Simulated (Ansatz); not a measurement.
**Convergence test for NaCl (Fm-3m, 2 atoms in the cell)**

```yaml
crystal:
  lattice:
    - [0.00000, 2.75076, 2.75076]
    - [2.75076, 0.00000, 2.75076]
    - [2.75076, 2.75076, 0.00000]
  atoms:
    - { symbol: Na, position: [0.00000, 0.00000, 0.00000] }
    - { symbol: Cl, position: [0.50000, 0.50000, 0.50000] }
```

Method: PBE0, PAW files made with PBE (plane waves; Ansatz, a program for electronic structure).

The starting cell comes from a database of computed structures (which also holds hypothetical and non-ambient phases and stackings), without a prior relaxation at this level. Its lattice was rescaled by a random factor within 2.5 % of one. Ansatz's pressure includes its estimate of the finite-basis (Pulay) stress.

Held fixed: basis.ecutwfc = 420 eV; hamiltonian.xc = pbe0; hamiltonian.pseudopotentials = {kind: paw} (the program's default PAW files); scf.occupations.method = fermi_dirac; scf.occupations.width = 0.01 eV.

ΔF is the free energy per atom less that of the last row (8 8 8).

The series runs over kpoints.mp_grid.grid = 4 4 4; 5 5 5; 6 6 6; 7 7 7; 8 8 8.

Task: From which setting on does the energy stay within 0.5 meV/atom of the last one?

Result: From kpoints.mp_grid.grid = 5 5 5 on; the one before it is off by 0.87 meV/atom.

```json
[
 {"kpoints.mp_grid.grid": "4 4 4", "ΔF (meV/atom)": "0.87", "pressure (GPa)": "2.42", "gap on the mesh (eV)": "7.533", "k-points": "8"},
 {"kpoints.mp_grid.grid": "5 5 5", "ΔF (meV/atom)": "0.09", "pressure (GPa)": "2.40", "gap on the mesh (eV)": "7.529", "k-points": "10"},
 {"kpoints.mp_grid.grid": "6 6 6", "ΔF (meV/atom)": "0.01", "pressure (GPa)": "2.39", "gap on the mesh (eV)": "7.527", "k-points": "16"},
 {"kpoints.mp_grid.grid": "7 7 7", "ΔF (meV/atom)": "0.00", "pressure (GPa)": "2.39", "gap on the mesh (eV)": "7.527", "k-points": "20"},
 {"kpoints.mp_grid.grid": "8 8 8", "ΔF (meV/atom)": "0.00", "pressure (GPa)": "2.39", "gap on the mesh (eV)": "7.527", "k-points": "29"}
]
```

Gaps are taken between levels on the mesh.

Keys are those of Ansatz 0.2.
